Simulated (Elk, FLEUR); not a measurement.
An Elk input for a self-consistent single point of Tl (P6_3/mmc, 4 atoms in the cell) (DFT, LDA (PW92), all-electron FP-LAPW, Elk's shipped species files, default APW+lo basis):

```
tasks
  0

xctype
  3

rgkmax
  7.0

stype
  3

swidth
  0.00367493

scale
  6.570694874

avec
    1.0000000000    0.0000000009    0.0000000000
   -0.5000000008    0.8660254034    0.0000000000
    0.0000000000    0.0000000000    3.2108170754

atoms
  1   : nspecies
  'Tl.in'   : spfname
  4   : natoms; atposl, bfcmt below
  0.0000000000  0.0000000000  0.0000000000    0.0 0.0 0.0
  0.0000000000  0.0000000000  0.5000000000    0.0 0.0 0.0
  0.3333333333  0.6666666667  0.2500000000    0.0 0.0 0.0
  0.6666666667  0.3333333333  0.7500000000    0.0 0.0 0.0

ngridk
  11 11 3
```

### Question
Write the same calculation as an input for FLEUR.

### Answer
One input that does it (others would too):

Input of the input generator:

```
scf Tl
&input film=f /
3.4770619870 0.0000000030 0.0000000000
-1.7385309961 3.0112240098 0.0000000000
0.0000000000 0.0000000000 11.1642100000
1.8897261246
1.0 1.0 1.0

4
81 0.0000000000 0.0000000000 -0.0000000000
81 0.0000000000 0.0000000000 0.5000000000
81 0.3333333333 0.6666666667 0.2500000000
81 0.6666666667 0.3333333333 0.7500000000

&comp jspins=1 /
&exco xctyp='pz' /
&kpt div1=11 div2=11 div3=3 /
&end /
```

```xml
<?xml version="1.0" encoding="UTF-8" standalone="no"?>
<fleurInput fleurInputVersion="0.39">
   <comment>
      scf Tl                                                                                              
   </comment>
   <calculationSetup>
      <cutoffs Kmax="3.8" Gmax="13.3" GmaxXC="13.3" numbands="0"/>
      <scfLoop itmax="80" minDistance="0.00001" maxIterBroyd="99" imix="Anderson" alpha="0.05" precondParam="0.0" spinf="2.0"/>
      <coreElectrons ctail="T" frcor="F" kcrel="0" coretail_lmax="0"/>
      <xcFunctional name="pz" relativisticCorrections="F"/>
      <magnetism jspins="1"/>
      <soc l_soc="F" theta="0.0" phi="0.0" spav="F"/>
      <expertModes spex="0" secvar="F"/>
      <geometryOptimization l_f="T" forcealpha="1.0" forcemix="BFGS" epsdisp="0.00001" epsforce="0.00001"/>
      <ldaU l_linMix="F" mixParam="0.05" spinf="1.0"/>
   </calculationSetup>
   <cell>
      <bzIntegration valenceElectrons="52.0" mode="hist" fermiSmearingEnergy="0.00367493">
         <kPointListSelection listName="default-1"/>
         <!-- k-points included here -->
         <xi:include xmlns:xi="http://www.w3.org/2001/XInclude" href="kpts.xml"> </xi:include>
      </bzIntegration>
      <!-- symmetry operations included here -->
      <xi:include xmlns:xi="http://www.w3.org/2001/XInclude" href="sym.xml"> </xi:include>
      <bulkLattice scale="1.0">
         <bravaisMatrix>
            <row-1>    6.5706948736874846     0.0000000056691784     0.0000000000000000</row-1>
            <row-2>   -3.2853474417570303     5.6903886783418258     0.0000000000000000</row-2>
            <row-3>    0.0000000000000000     0.0000000000000000    21.0972992975205642</row-3>
         </bravaisMatrix>
      </bulkLattice>
   </cell>
   <atomSpecies>
      <species name="Thallium (Tl)" element="Tl" atomicNumber="81">
         <mtSphere radius="2.68" gridPoints="925" logIncrement="0.015"/>
         <atomicCutoffs lmax="10" lnonsphr="8"/>
         <electronConfig flipSpins="F">
            <coreConfig>(1s1/2) (2s1/2) (2p1/2) (2p3/2) (3s1/2) (3p1/2) (3p3/2) (4s1/2) (3d3/2) (3d5/2) (4p1/2) (4p3/2) (5s1/2) (4d3/2) (4d5/2) (4f5/2) (4f7/2) (5p1/2) (5p3/2)</coreConfig>
            <valenceConfig>(6s1/2) (5d3/2) (5d5/2) (6p1/2) (6p3/2)</valenceConfig>
            <stateOccupation state="(6p1/2)" spinUp="0.1666666666667" spinDown="0.1666666666667"/>
            <stateOccupation state="(6p3/2)" spinUp="0.3333333333333" spinDown="0.3333333333333"/>
         </electronConfig>
         <energyParameters s="6" p="6" d="6" f="5"/>
         <lo type="SCLO" l="2" n="5" eDeriv="0"/>
      </species>
   </atomSpecies>
   <atomGroups>
      <atomGroup species="Thallium (Tl)">
         <relPos label="                   1">.0000000000 .0000000000 .0000000000</relPos>
         <relPos label="                   2">.0000000000 .0000000000 1.000/2.000</relPos>
         <force calculate="T" relaxXYZ="TTT"/>
      </atomGroup>
      <atomGroup species="Thallium (Tl)">
         <relPos label="                   3">1.000/3.000 -1.000/3.000 1.000/4.000</relPos>
         <relPos label="                   4">-1.000/3.000 1.000/3.000 -1.000/4.000</relPos>
         <force calculate="T" relaxXYZ="TTT"/>
      </atomGroup>
   </atomGroups>
   <output dos="F" band="F" slice="F">
      <checks vchk="F" cdinf="F"/>
      <bandDOS minEnergy="-.5*Htr" maxEnergy="0.5*Htr" sigma="0.015" storeEVData="T"/>
      <vacuumDOS vacdos="F" integ="F" star="F" nstars="0" locx1="0.0" locy1="0.0" locx2="0.0" locy2="0.0" nstm="0" tworkf="0.0"/>
      <unfoldingBand unfoldBand="F" supercellX="1" supercellY="1" supercellZ="1"/>
      <plotting iplot="0" polar="F">
         <plot TwoD="T" vec1="  1.0  0.0  0.0" vec2="  0.0  1.0  0.0" vec3="  0.0  0.0  1.0" zero="  0.0  0.0  0.0" file="plot"/>
      </plotting>
      <chargeDensitySlicing numkpt="0" minEigenval="0.0" maxEigenval="0.0" nnne="0" pallst="F"/>
      <specialOutput eonly="F"/>
      <magneticCircularDichroism mcd="F" energyLo="-10.0" energyUp="0.0"/>
   </output>
  <!-- We include the file relax.xml here to enable relaxations (see documentation) -->
  <xi:include xmlns:xi="http://www.w3.org/2001/XInclude" href="relax.xml"> <xi:fallback/> </xi:include>
</fleurInput>
```

Basis, cutoffs, solver keys and any potentials are the target program's own. This input uses DFT, LDA (Perdew-Zunger), all-electron FLAPW (FLEUR), scalar-relativistic valence. LDA parametrisations can differ slightly between programs.

The starting cell comes from a database of computed structures (which also holds hypothetical and non-ambient phases and stackings), without a prior relaxation at this level. Its lattice was rescaled by a random factor within 2.5 % of one.
